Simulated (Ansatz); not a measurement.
The reference is ScAl₃ in the Cu3Au type structure (space group Pm-3m, No. 221; relaxed with 0.1 eV smearing).

```
CELL_PARAMETERS angstrom
      4.08667     0.00000     0.00000
      0.00000     4.08667     0.00000
      0.00000     0.00000     4.08667
ATOMIC_POSITIONS crystal
  Al 0.00000 0.50000 0.50000
  Al 0.50000 0.50000 0.00000
  Al 0.50000 0.00000 0.50000
  Sc 0.00000 0.00000 0.00000
```

Cartesian axes are those of the cell as printed.

Level of theory: plane-wave PAW DFT at the r2SCAN level (Ansatz, a program for electronic structure, 500 eV), scalar-relativistic without spin-orbit coupling.

Base values:

| Property | Result |
|---|---|
| Shortest interatomic distance | 5.461 bohr |

One thing is altered: uniaxial stress, 3 GPa tension along x; all other stress components relax to zero.

Question: Estimate the effect on the mean lateral Poisson ratio.

Answer: The mean lateral Poisson ratio is 0.16.

Question: Estimate the effect on the shortest interatomic distance.

Answer: The shortest interatomic distance decreases by 0.015 bohr, from 5.461 bohr to 5.446 bohr.

Load acts through the strain it causes; cell and atoms are relaxed under it. Stability under load was not tested beyond the relaxation. The final runs are not spin-polarised.
